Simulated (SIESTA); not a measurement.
**Input and output of a self-consistent single point for CoTe2Pd2 (Ibam, 10 atoms in the cell) (SIESTA)**

Method of the run: SIESTA with LDA PW92, numerical atomic orbitals DZP, PseudoDojo LDA standard norm-conserving potentials (rewritten from UPF to PSML).

Input:

```
# files in the folder: Co.psml Te.psml Pd.psml (PseudoDojo LDA standard)
SystemName  Co(TePd)2
SystemLabel Co(TePd)2

NumberOfAtoms                10
NumberOfSpecies              3
%block ChemicalSpeciesLabel
  1 27 Co
  2 52 Te
  3 46 Pd
%endblock ChemicalSpeciesLabel
LatticeConstant              1.0 Ang
%block LatticeVectors
    -3.149310000    5.575420000    2.607930000
     3.149310000   -5.575420000    2.607930000
     3.149310000    5.575420000   -2.607930000
%endblock LatticeVectors
AtomicCoordinatesFormat      Fractional
%block AtomicCoordinatesAndAtomicSpecies
     0.750000000    0.750000000    0.000000000  1
     0.250000000    0.250000000    0.000000000  1
     0.357890000    0.715410000    0.073300000  2
     0.642110000    0.284590000    0.926700000  2
     0.142110000    0.215410000    0.357520000  2
     0.857890000    0.784590000    0.642480000  2
     0.606620000    0.868960000    0.475580000  3
     0.393380000    0.131040000    0.524420000  3
     0.893380000    0.368960000    0.262340000  3
     0.106620000    0.631040000    0.737660000  3
%endblock AtomicCoordinatesAndAtomicSpecies

XC.functional                LDA
XC.authors                   PW92
PAO.BasisSize                DZP
PAO.EnergyShift              0.01 Ry
MeshCutoff                   400 Ry
%block kgrid.MonkhorstPack
    7   0   0  0.0
    0   7   0  0.0
    0   0   7  0.0
%endblock kgrid.MonkhorstPack
OccupationFunction           FD
ElectronicTemperature        100.0 meV

MaxSCFIterations             150
SCF.Mixer.Method             Broyden
SCF.Mixer.Weight             0.2
SCF.Mixer.History            6
SCF.DM.Tolerance             1.0E-04
Diag.ParallelOverK           true
WriteForces                  true
```

The program printed (abridged):

```
reinit: Reading from file input.fdf

reinit: System Name: Co(TePd)2
reinit: System Label: Co(TePd)2

coor:   Atomic-coordinates input format  =     Fractional

siesta: Atomic coordinates (Bohr) and species
siesta:      0.00000   0.00000   7.39241  1        1
siesta:      0.00000   0.00000   2.46414  1        2
siesta:      2.56395  -2.99455   4.92827  2        3
siesta:      3.38738  13.53056   0.00000  2        4
siesta:      2.56395   2.99455   0.00000  2        5
siesta:      3.38738   7.54147   4.92827  2        6
siesta:      4.39161   2.24670   4.92827  3        7
siesta:      1.55973   8.28932   0.00000  3        8
siesta:     -1.55973   8.28932   4.92827  3        9
siesta:      7.51106   2.24670   0.00000  3       10

siesta: System type = bulk

initatomlists: Number of atoms, orbitals, and projectors:     10   186   240

siesta: ******************** Simulation parameters ****************************
redata: Spin configuration                          = none
redata: Time-Reversal Symmetry                      = T
redata: Number of Atomic Species                    =        3
redata: Mesh Cutoff                                 =   400.0000 Ry
redata: Net charge of the system                    =     0.0000 |e|
redata: Min. number of SCF Iter                     =        0
redata: Max. number of SCF Iter                     =      150
redata: SCF convergence failure will abort job
redata: SCF mix quantity                            = Hamiltonian
redata: Mix DM or H after convergence               =   F
redata: Recompute H after scf cycle                 =   F
redata: Mix DM in first SCF step                    =   T
redata: No kicks to SCF
redata: DM Mixing Weight for Kicks                  =     0.5000
redata: Require Harris convergence for SCF          =   F
redata: Harris energy tolerance for SCF             =     0.000100 eV
redata: Require DM convergence for SCF              =   T
   [... lines left out ...]
diag: Parallel distribution                         =     1 x     1
diag: Used triangular part                          = Lower
diag: Absolute tolerance                            =  0.100E-15
diag: Orthogonalization factor                      =  0.100E-05
diag: Memory factor                                 =  1.0000

superc: Internal auxiliary supercell:     5 x     5 x     5  =     125
superc: Number of atoms, orbitals, and projectors:   1250  23250  30000

                        Single-point calculation

superc: Internal auxiliary supercell:     5 x     5 x     5  =     125
superc: Number of atoms, orbitals, and projectors:   1250  23250  30000

outcell: Unit cell vectors (Ang):
       -3.149310    5.575420    2.607930
        3.149310   -5.575420    2.607930
        3.149310    5.575420   -2.607930

outcell: Cell vector modules (Ang)   :    6.914099    6.914099    6.914099
outcell: Cell angles (23,13,12) (deg):    125.8069     72.5117    135.6805
outcell: Cell volume (Ang**3)        :    183.1677
new_DM -- step:     1
Initializing Density Matrix...

Attempting to read DM from file... Failed...
DM filled with atomic data:

InitMesh: MESH = 80 x 64 x 96 = 491520
InitMesh: Mesh cutoff (required, used) =   400.000   453.607 Ry

stepf: Fermi-Dirac step function
        iscf     Eharris(eV)        E_KS(eV)     FreeEng(eV)     dDmax    Ef(eV) dHmax(eV)
   scf:    1   -34170.998599   -34316.392789   -34316.608424  1.734954 -2.763164 40.009326
   scf:    2   -33877.135384   -34260.543814   -34260.708921  0.462602 -3.960516 52.929645
   scf:    3   -34421.325565   -34365.964510   -34366.096023  0.179291 -3.950958 16.893162
   scf:    4   -34383.824158   -34377.249392   -34377.391538  0.101236 -3.775898  5.889139
   scf:    5   -34326.641385   -34364.906372   -34365.129053  0.347151 -3.477990 18.839132
   scf:    6   -34375.306420   -34379.298424   -34379.462573  0.216218 -3.856667  2.653293
   [... 5 lines left out ...]
   scf:   12   -34379.630139   -34379.630124   -34379.802820  0.000238 -3.828959  0.002783
   scf:   13   -34379.630122   -34379.630124   -34379.802820  0.000095 -3.828905  0.005312
   scf:   14   -34379.630125   -34379.630125   -34379.802820  0.000103 -3.828894  0.004291
   scf:   15   -34379.630131   -34379.630129   -34379.802821  0.000072 -3.828892  0.001849
   scf:   16   -34379.630132   -34379.630130   -34379.802821  0.000031 -3.828898  0.000903
SCF Convergence by DM+H criterion
max |DM_out - DM_in|         :     0.0000309950
max |H_out - H_in|      (eV) :     0.0009033296
SCF cycle converged after 16 iterations

Using DM_out to compute the final energy and forces

siesta: E_KS(eV) =           -34379.6301

siesta: E_KS - E_eggbox =    -34379.6301

siesta: Atomic forces (eV/Ang):
     1    0.000039    0.000269   -0.000263
     2   -0.000039   -0.000269    0.000263
     3   -0.081143   -0.342372    0.000763
     4    0.081143    0.342372   -0.000749
     5   -0.080675    0.343193   -0.000290
     6    0.080675   -0.343193    0.000276
     7   -0.133622   -0.154403    0.000183
     8    0.133622    0.154403   -0.000171
     9   -0.133532    0.154011    0.000586
    10    0.133532   -0.154011   -0.000598
   Tot    0.000000   -0.000000    0.000000
   Max    0.343193
   Res    0.148625    sqrt( Sum f_i^2 / 3N )
   Max    0.343193    constrained

Stress tensor Voigt[x,y,z,yz,xz,xy] (kbar):       50.95       70.46       67.83       -0.01       -0.03       -0.09
(Free)E + p*V (eV/cell)   -34387.0144
Target enthalpy (eV/cell)   -34379.8028

siesta: Program's energy decomposition (eV):
siesta: Ebs     =     -5451.751285
siesta: Eions   =     42466.458985
siesta: Ena     =      3617.838984
siesta: Ekin    =     14832.117937
siesta: Enl     =     -4105.140869
siesta: Eso     =         0.000000
siesta: Edftu   =         0.000000
siesta: DEna    =       123.146062
siesta: DUscf   =         2.578562
siesta: DUext   =         0.000000
siesta: Ex      =     -5897.089926
siesta: Ec      =      -486.621895
siesta: Exc     =     -6383.711820
siesta: Eharris =    -34379.630132
siesta: Etot    =    -34379.630130
siesta: FreeEng =    -34379.802821

siesta: Atomic forces (eV/Ang):
siesta:      1    0.000039    0.000269   -0.000263
siesta:      2   -0.000039   -0.000269    0.000263
siesta:      3   -0.081143   -0.342372    0.000763
siesta:      4    0.081143    0.342372   -0.000749
siesta:      5   -0.080675    0.343193   -0.000290
siesta:      6    0.080675   -0.343193    0.000276
siesta:      7   -0.133622   -0.154403    0.000183
siesta:      8    0.133622    0.154403   -0.000171
siesta:      9   -0.133532    0.154011    0.000586
siesta:     10    0.133532   -0.154011   -0.000598
siesta: ----------------------------------------
siesta:    Tot    0.000000   -0.000000    0.000000

siesta: Stress tensor (static) (eV/Ang**3):
siesta:     0.031799   -0.000054   -0.000020
siesta:    -0.000054    0.043977   -0.000005
siesta:    -0.000020   -0.000005    0.042339

siesta: Cell volume =        183.167713 Ang**3

siesta: Pressure (static):
siesta:                Solid            Molecule  Units
siesta:          -0.00042881         -0.00050155  Ry/Bohr**3
siesta:          -0.03937169         -0.04604977  eV/Ang**3
siesta:         -63.08040970        -73.77987239  kBar
```

The run converged in 16 iterations.

The starting cell comes from a database of computed structures (which also holds hypothetical and non-ambient phases and stackings), without a prior relaxation at this level. Spin polarisation is off, so a magnetic state, if there is one, cannot be reached. Values carry the incompleteness of an atom-centred basis. With a pressure of about -6 GPa the cell is away from its equilibrium volume at this level.

Cost on one core of a shared machine: roughly 5 min.
